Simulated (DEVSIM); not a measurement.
System: abrupt Si p-n junction, at 250 K.

```csv
layer (left to right),material,thickness (μm),Nd (cm⁻³),Na (cm⁻³),τn (s),τp (s)
1,Si,3.10,-,2.4e16,0.00067,0.00067
2,Si,0.340,1.2e16,-,0.00067,0.00067
```

Left contact: ohmic. Right contact: ohmic. Voltage is applied to the left contact. Recombination: SRH at mid-gap, Auger. Mobility is μmin + (μ − μmin)/(1 + (N/Nref)^α).

This is a model device: material constants are rounded textbook-type values typed into the input, and sizes, dopings and lifetimes were drawn at random. Values at 300 K; Nc and Nv go as T^1.5, mobilities as T to minus their exponent, the gap by Varshni's rule with the affinity fixed.

```tsv
parameter	Si
gap (eV)	1.124
affinity (eV)	4.05
permittivity	11.7
Nc (cm⁻³)	2.86e19
Nv (cm⁻³)	3.1e19
μn (cm²/Vs)	1417
μp (cm²/Vs)	470
μn,min	52
μp,min	45
Nref,n	9.7e16
Nref,p	2.2e17
αn	0.68
αp	0.72
T exponent of μn	2.3
T exponent of μp	2.2
Cn (cm⁶/s)	2.8e-31
Cp (cm⁶/s)	9.9e-32
Varshni α (eV/K)	0.000473
Varshni β (K)	636
```

DEVSIM, 1D drift-diffusion, Boltzmann statistics, complete ionisation; no tunnelling, impact ionisation, image-force lowering or self-heating.

The doping Nd of layer 2 was swept, all else fixed.

```
doping Nd of layer 2 (cm^-3)  largest field in the device at zero bias (V/cm)  potential step across the device at zero bias (V)  dark forward voltage at 100 A/cm² (V)  dark forward voltage at 1 A/cm² (V)
----------------------------  -----------------------------------------------  -------------------------------------------------  -------------------------------------  -----------------------------------
3.6e14                                                                  21000                                              0.750                                  0.699                                0.550
1.2e15                                                                  23000                                              0.776                                  0.728                                0.583
3.6e15                                                                  29000                                              0.800                                  0.750                                0.622
1.2e16                                                                  44000                                              0.826                                  0.777                                0.659
3.6e16                                                                  60000                                              0.850                                  0.793                                0.684
1.2e17                                                                  72000                                              0.876                                  0.806                                0.701
3.6e17                                                                  78000                                              0.899                                  0.811                                0.708
```

From the first row to the last the largest field in the device at zero bias goes from 21000 to 78000. From the first row to the last the potential step across the device at zero bias goes from 0.750 to 0.899.
